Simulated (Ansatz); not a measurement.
A calculation on Al2Cu (I4/mcm, No. 140) returned lattice constant a 5.978 Å, lattice parameter c 4.809 Å, equilibrium volume per atom 14.32 Å³/atom, bulk modulus 111 GPa, cohesive energy 4.03 eV/atom.

For reference: equilibrium volume per atom 14.78 Å³/atom (measured, temperature not stated, not corrected to a static lattice, from a published cell, temperature and pressure not stated; as tabulated in James B. Friauf, Journal of the American Chemical Society 49, 3107 (1927)).

Task: Which level of theory produced these numbers?
A. PBE (Ansatz, a first-principles code)
B. PBE-D4 (Ansatz)
C. BLYP (Ansatz)
D. PBEsol-D3(BJ) (Ansatz)

Result: B, PBE-D4 (Ansatz)

The others give: BLYP 6.135 Å, 4.982 Å, 15.62 Å³/atom, 80.6 GPa, 2.72 eV/atom; PBEsol-D3(BJ) 5.921 Å, 4.757 Å, 13.90 Å³/atom, 120 GPa, 4.46 eV/atom; PBE 6.057 Å, 4.877 Å, 14.91 Å³/atom, 99.8 GPa, 3.63 eV/atom.

Unless a cell is named, each level is at its own relaxed cell (BLYP 15.62, PBE 14.91, PBE-D4 14.32, PBEsol-D3(BJ) 13.90 Å³/atom).

Ansatz's density-functional and Hartree–Fock values are scalar-relativistic unless marked +SOC, with PAW data made under PBE.
